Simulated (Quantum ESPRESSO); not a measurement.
## How a calculation on Mg9Si5 (R32, 28 atoms in the cell) responds to its settings

```
Mg9Si5
1.0
    3.59037     2.07290    12.28324
   -3.59037     2.07290    12.28324
    0.00000    -4.14581    12.28324
Mg Si
18 10
Direct
  0.09307   0.85867   0.38217
  0.38217   0.09307   0.85867
  0.85867   0.38217   0.09307
  0.61783   0.14133   0.90693
  0.14133   0.90693   0.61783
  0.90693   0.61783   0.14133
  0.24804   0.50000   0.75196
  0.75196   0.24804   0.50000
  0.50000   0.75196   0.24804
  0.35714   0.55584   0.92523
  0.92523   0.35714   0.55584
  0.55584   0.92523   0.35714
  0.07477   0.44416   0.64286
  0.44416   0.64286   0.07477
  0.64286   0.07477   0.44416
  0.00000   0.74392   0.25607
  0.25607   0.00000   0.74392
  0.74392   0.25607   0.00000
  0.66941   0.66941   0.66941
  0.33059   0.33059   0.33059
  0.55780   0.55780   0.55780
  0.44220   0.44220   0.44220
  0.83228   0.83228   0.83228
  0.16772   0.16772   0.16772
  0.76440   0.76440   0.76440
  0.23560   0.23560   0.23560
  0.94419   0.94419   0.94419
  0.05581   0.05581   0.05581
```

Base run A: Quantum ESPRESSO with LDA (PZ), GBRV 1.5 ultrasoft (LDA) pseudopotentials, self-consistent single point.

Its settings: ecutwfc = 40 Ry; ecutrho = 200 Ry; occupations = smearing; smearing = cold; degauss = 0.0147 Ry; potentials = {Mg: mg_lda_v1.4.uspp.F.UPF, Si: si_lda_v1.uspp.F.UPF}; K_POINTS = automatic 3 3 3 0 0 0; conv_thr = 1e-09 Ry.

The starting cell comes from a database of computed structures (which also holds hypothetical and non-ambient phases and stackings), without a prior relaxation at this level.

ΔF is the free energy per atom less that of run A. 

| run | K_POINTS | ΔF (meV/atom) | pressure (GPa) | largest force (eV/Å) | k-points |
|---|---|---|---|---|---|
| A | automatic 3 3 3 0 0 0 | 0.00 | -2.96 | 0.088 | 6 |
| B | automatic 1 1 1 0 0 0 | -153.0 | -3.68 | 1.537 | 1 |
| C | automatic 1 1 1 1 1 1 | -163.2 | -4.11 | 1.172 | 1 |
| D | automatic 2 2 2 0 0 0 | 2.4 | -2.95 | 0.159 | 4 |
| E | automatic 2 2 2 1 1 1 | 2.2 | -2.98 | 0.150 | 2 |

Run B against A: The free energy falls by 153 meV/atom, the pressure goes from -2.96 to -3.68 GPa and the largest force goes from 0.088 to 1.537 eV/Å.

Run E against A: The free energy rises by 2.2 meV/atom, the pressure hardly changes (-2.96 to -2.98 GPa) and the largest force goes from 0.088 to 0.150 eV/Å.
